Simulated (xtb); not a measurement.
xtb 6.7.1, GFN2-xTB: C[SiH2]O[SiH](F)F, 12 atoms. The geometry is a generated start, not checked to be a minimum at this level.

```
Item                       Value
-----------------  -------------
run flags                 --grad
method                  GFN2-xTB
--acc                1 (default)
--etemp (K)        300 (default)
basis functions               42
valence electrons             38
```

```xyz
12

Si     1.8577     0.7823     0.8251
F      3.0352    -0.1159     1.4059
F      2.5852     1.7469    -0.2125
O      0.8815    -0.1846     0.0263
Si    -0.3415    -0.7410    -0.9130
C     -1.9782    -0.2569    -0.0895
H      1.2266     1.5364     1.8694
H     -0.1816    -0.1059    -2.2214
H     -0.1220    -2.1864    -0.9361
H     -2.0700     0.8211     0.0163
H     -2.8245    -0.6033    -0.6745
H     -2.0684    -0.6926     0.9039
```

One run each on 1 thread. Values of broydamp tried: 0.02, 0.05, 0.1, 0.2, 0.4 (default), 0.6, 0.8, 1.

Task: Predict the course of the SCC iterations along this series.

Result: Fewest SCC iterations, within one of each other: 0.4 (default) with 13, 0.6 with 13, 0.8 with 13, 1 with 13. The count rises to 21 at 0.02. All converge to one solution.

```csv
broydamp,SCC iterations,end
0.02,21,same solution
0.05,19,same solution
0.1,18,same solution
0.2,16,same solution
0.4 (default),13,same solution
0.6,13,same solution
0.8,13,same solution
1,13,same solution
```
